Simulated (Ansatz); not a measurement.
Data:

```xyz
2
Lattice="0.0145 1.7429 1.7733 1.8173 -0.0025 1.7902 1.8010 1.7436 0.0138" Properties=species:S:1:pos:R:3 pbc="T T T"
C      1.8163     1.7430     1.7886
C      2.7246     2.6120     2.6830
```

No spin polarisation.

Level of theory: plane-wave PAW DFT at the PBEsol level (Ansatz, an electronic-structure program, 420 eV), no spin-orbit coupling, earlier PAW set. Γ-centred 16×16×16 mesh, Fermi–Dirac width 0.05 eV.

**Question.** What smallest direct gap does the calculation give?

**Answer.** 5.12 eV.

**Question.** What gap character does the calculation give?

**Answer.** Indirect, Γ → Γ–V (75 % along).

**Question.** Predict the stress (xx, yy, zz, yz, xz, xy; compression positive).

**Answer.** (-12.33, 17.71, 2.54, 1.07, -9.68, 0.57) GPa.

**Question.** Estimate the band gap.

**Answer.** 3.38 eV.

The cells carry an imposed strain or load. Stability against distortions was not tested. The cell was made from C in the diamond structure (space group Fd-3m, No. 227) by this change: strain tensor (xx, yy, zz, yz, xz, xy) = (+1.41, −1.82, −0.11, −0.09, +0.87, −0.05) %.
